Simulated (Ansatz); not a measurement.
The starting structures come from a database of crystals and need not be the phases stable at ambient conditions.

By PBEsol, the system below comes out a metal.

Crystal: Ag₃Sn (P-6m2, not sure to be the ambient phase, 4 atoms a cell, 20.3 Å³ an atom, -6 GPa at this level); planes in its conventional cell.

All values below come from PBEsol (plane waves, PAW; Ansatz, a program for electronic structure).

G/A = (e²/h) × open channels of both spins per area, as a mean over 0.1 eV about the Fermi level, without spin-orbit coupling, for the cells as given.

```
plane  area (Å²)  G/A (10¹⁵ S/m²)
-----  ---------  ---------------
(001)        8.4             0.64
(100)       30.1              [?]
(110)       52.2              [?]
```

**Question.** What belongs in the gaps?

**Answer.** 
- (100), G/A (10¹⁵ S/m²): 0.87
- (110), G/A (10¹⁵ S/m²): 0.90
